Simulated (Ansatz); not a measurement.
Consider GaN in the zinc blende structure (space group F-43m, No. 216; a = 4.549 Å).

Computed with PBE, PAW, 420 eV (Ansatz, a first-principles code; spin-orbit coupling left out), earlier PAW set.

| level | band gap | lattice parameter a | electron mass at Γ |
|---|---|---|---|
| PBE | 1.54 eV | 4.549 Å | 0.141 mₑ |

Measured: band gap 3.48 eV (static lattice; corrected from measurement; as listed in I. Vurgaftman, J. R. Meyer, L. R. Ram-Mohan, Journal of Applied Physics (2001)); lattice parameter a 4.5 Å (room temperature; as listed in I. Vurgaftman, J. R. Meyer, L. R. Ram-Mohan, Journal of Applied Physics (2001)); electron mass at Γ 0.15 mₑ (temperature not stated; as listed in I. Vurgaftman, J. R. Meyer, L. R. Ram-Mohan, Journal of Applied Physics (2001)).

Computed minus measured — band gap: PBE -1.94 eV; lattice parameter a: PBE +1.1 %; electron mass at Γ: PBE -6 %. Measured values not marked as corrected hold thermal and zero-point effects that the static-lattice runs lack. A measured gap can be an optical one, lowered by exciton binding. Levels without spin-orbit coupling miss its lowering of the gap, often about a third of the valence-band splitting.

Effective masses come from finite differences of ±0.01 Å⁻¹. No phonon test of stability was made. This is not the structure that GaN has at room temperature and ambient pressure.
